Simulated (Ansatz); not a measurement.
CdTe in the rock salt structure (space group Fm-3m, No. 225)

CdTe is modelled in the cubic space group Fm-3m (No. 225), the rock salt structure, Pearson symbol cF8. Lattice parameters: a = b = c = 5.999 Å, α = β = γ = 90.00°. Cd on 4a is surrounded by 6 Te at 3.000 Å (octahedral). Te on 4b sees 6 Cd at 3.000 Å (octahedral). (Neighbours: up to the widest gap in distance over summed covalent radii, below 1.35, at either atom; cation-cation and far metal-metal contacts left out.)
(The calculation used a cell of 2 atoms; values per cell refer to that cell.)

Calculations: Ansatz (a first-principles code) PBEsol, spin-orbit coupling left out. Γ-centred 13×13×13 mesh, Fermi–Dirac width 0.05 eV.

```json
{
  "volume_per_atom": "26.99 Å³",
  "density": "7.38 g/cm³",
  "band_gap": "zero",
  "total_energy": "-7543.051 eV/atom (σ→0; compares only within this code and set-up)"
}
```

Whether these cells are dynamically stable was not tested. The final runs are not spin-polarised. This is not the structure that CdTe has at room temperature and ambient pressure.
